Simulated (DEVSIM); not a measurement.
Device: Al/SiO2/p-Si capacitor, at 300 K.

| layer (left to right) | material | thickness (nm) | Na (cm⁻³) |
|---|---|---|---|
| 1 | SiO2 | 1.40 | - |
| 2 | Si | 490 | 1.4e18 |

Metal gate on the left, work function 4.1 eV. Fixed charge at the semiconductor interface 8e11 cm⁻² (in units of +e); no interface traps.

The device is made up for the run: typed textbook-type constants, with dimensions and the other settings drawn at random. Values at 300 K.

```tsv
parameter	SiO2	Si
gap (eV)	9	1.124
affinity (eV)	0.9	4.05
permittivity	3.9	11.7
Nc (cm⁻³)	-	2.86e19
Nv (cm⁻³)	-	3.1e19
```

Model (solved in DEVSIM): 1D Poisson equation in equilibrium, Boltzmann statistics, complete ionisation; no quantum confinement or tunnelling. Metal contacts follow the ideal Schottky-Mott rule: no Fermi-level pinning, no interface dipoles.

Tabulate band edges, carrier densities and field at -0.3 V on the gate.

Energies count from the Fermi level of the right contact; mesh points crowd at the junctions.

| x (μm) | Ec (eV) | Ev (eV) | n (cm⁻³) | p (cm⁻³) | field (V/cm) |
|---|---|---|---|---|---|
| 0.000 | 3.500 | -5.500 | < 1e2 | < 1e2 | 1100000 |
| 0.0005343 | 3.556 | -5.444 | < 1e2 | < 1e2 | 1100000 |
| 0.0009325 | 3.598 | -5.402 | < 1e2 | < 1e2 | 1100000 |
| 0.001440 | 0.499 | -0.625 | 1.2e11 | 9.7e8 | 470000 |
| 0.002767 | 0.560 | -0.564 | 1.1e10 | 1.0e10 | 450000 |
| 0.004436 | 0.631 | -0.493 | 7.2e8 | 1.6e11 | 410000 |
| 0.007442 | 0.744 | -0.380 | 8900000 | 1.3e13 | 340000 |
| 0.01487 | 0.941 | -0.183 | 4500 | 2.6e16 | 180000 |
| 0.02535 | 1.035 | -0.089 | 120 | 9.9e17 | 25000 |
| 0.04333 | 1.044 | -0.080 | < 1e2 | 1.4e18 | 160 |
| 0.07417 | 1.044 | -0.080 | < 1e2 | 1.4e18 | ≈ 0 |
| 0.1504 | 1.044 | -0.080 | < 1e2 | 1.4e18 | ≈ 0 |
| 0.2546 | 1.044 | -0.080 | < 1e2 | 1.4e18 | ≈ 0 |
| 0.3538 | 1.044 | -0.080 | < 1e2 | 1.4e18 | ≈ 0 |
| 0.4243 | 1.044 | -0.080 | < 1e2 | 1.4e18 | ≈ 0 |
| 0.4514 | 1.044 | -0.080 | < 1e2 | 1.4e18 | ≈ 0 |
| 0.4686 | 1.044 | -0.080 | < 1e2 | 1.4e18 | ≈ 0 |
| 0.4786 | 1.044 | -0.080 | < 1e2 | 1.4e18 | ≈ 0 |
| 0.4857 | 1.044 | -0.080 | < 1e2 | 1.4e18 | ≈ 0 |
| 0.4885 | 1.044 | -0.080 | < 1e2 | 1.4e18 | ≈ 0 |
| 0.4902 | 1.044 | -0.080 | < 1e2 | 1.4e18 | ≈ 0 |
| 0.4914 | 1.044 | -0.080 | < 1e2 | 1.4e18 | ≈ 0 |
